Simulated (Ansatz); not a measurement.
Base system: W in the bcc (W type) structure (space group Im-3m, No. 229; a = 3.169 Å; relaxed with 0.1 eV smearing). Axes: x, y, z lie along the cube axes.

Computed with Kohn–Sham DFT with the r2SCAN functional, run in Ansatz (a quantum-chemistry and plane-wave program) with PAW and 500 eV plane waves, spin-orbit coupling left out.

Base values:

```
Property                        Result
-----------------------------  -------
Shortest interatomic distance  2.744 Å
Pressure                       0.0 GPa
```

One thing is altered: compressive biaxial strain of 4.64 % in the plane normal to [001], as in epitaxy on a mismatched substrate; the out-of-plane cell vector and the atoms relax.

Problem. Estimate the effect on the shortest interatomic distance.

Solution. The shortest interatomic distance shrinks by 0.043 Å to 2.701 Å.

Problem. What does the calculation give for the pressure after the change?

Solution. The pressure (mean of the normal stresses, compression positive) goes from zero to 20.2 GPa.

Stability against distortions was not tested. All final runs are without spin polarisation.
